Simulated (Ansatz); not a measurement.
The starting structures come from a database of crystals and need not be the phases stable at ambient conditions.

Data:

```xyz
16
Lattice="6.6994 0.0000 0.0000 3.0257 6.6981 0.0000 3.3497 0.0000 4.4639" Properties=species:S:1:pos:R:3 pbc="T T T"
Ca     4.1061     1.6745     1.4946
Ca     8.9686     5.0236     2.9693
Ta     1.5128     3.3490     0.0000
Ta     0.0000     0.0000     0.0000
Al     7.4558     1.6745     2.8262
Al     5.6189     5.0236     1.6377
O      4.1061     1.6745     3.8013
O      8.9686     5.0236     0.6625
O      6.7289     5.9458     2.6436
O      6.3458     0.7523     1.8203
O      4.5090     4.1014     2.6436
O      8.5657     2.5967     1.8203
O      8.2417     0.5823     3.9456
O      4.8330     6.1158     0.5183
O      6.6699     2.7668     3.9456
O      6.4048     3.9313     0.5183
```

Space group of this cell: C2/c. The cell is taken as given; by PBEsol its mean pressure is 0.8 GPa.

Transport runs along the normal of the first two printed cell vectors.

No gap correction and no spin-orbit coupling; mid-gap values are interpolated between computed energies.

Problem. State the band gap and the smallest decay constant κ at mid-gap according to Ansatz (an electronic-structure program) with PBEsol.

Solution. Gap 3.98 eV on a 8×6×8 mesh; κ = 0.388 1/Å, at the zone centre.
